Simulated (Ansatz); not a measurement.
Start from HfN in the rock salt structure (space group Fm-3m, No. 225; a = 4.5259 Å).

Calculations: r2SCAN in Ansatz (plane waves to 500 eV, PAW, no SOC), earlier PAW set.

For the base:

```
Item                   Value
-------------------  -------
Lattice parameter a  4.526 Å
```

Modification: a hydrostatic pressure of 50 GPa.

Question: What does the calculation give for the lattice parameter a after the change?

Answer: The lattice parameter a falls by 0.198 Å to 4.328 Å.

Load acts through the strain it causes; cell and atoms are relaxed under it. Whether these cells are dynamically stable was not tested. No other phases were tried under pressure. The final runs are not spin-polarised. An odd electron count without spin: HfN.

Ansatz is a program for electronic structure.
